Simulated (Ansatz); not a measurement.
Start from Si in the diamond structure (space group Fd-3m, No. 227; a = 5.4441 Å).

Structures relaxed with r2SCAN (Ansatz, an electronic-structure program, PAW, no spin-orbit coupling), earlier PAW set.

Base:

Simulated powder pattern, Cu Kα1, λ = 1.54056 Å (kinematic, ideal powder, no thermal factors, no anomalous dispersion; the 10 strongest lines at most, above 2 %, up to 2θ = 90°):

| 2θ (°) | I/Imax (%) | hkl |
|---|---|---|
| 28.37 | 100 | (111) |
| 47.18 | 67 | (220) |
| 55.97 | 40 | (311) |
| 68.94 | 11 | (400) |
| 76.16 | 16 | (331) |
| 87.76 | 23 | (422) |

Now apply this change: cell and atoms relaxed at a pressure of 18 GPa.

After the change:

Simulated powder pattern, Cu Kα1, λ = 1.54056 Å (kinematic, ideal powder, no thermal factors, no anomalous dispersion; the 10 strongest lines at most, above 2 %, up to 2θ = 90°):

```
2θ (°)  I/Imax (%)    hkl
------  ----------  -----
29.75          100  (111)
49.57           66  (220)
58.89           39  (311)
72.72           11  (400)
80.49           16  (331)
```

The indices refer to the base's conventional cell; one index is shown for lines that coincide.

Load acts through the strain it causes; cell and atoms are relaxed under it. No phonon test of stability was made. Measured, Si leaves this structure (for the β-tin structure) near 12 GPa (room temperature; as listed in arXiv:1906.07825).
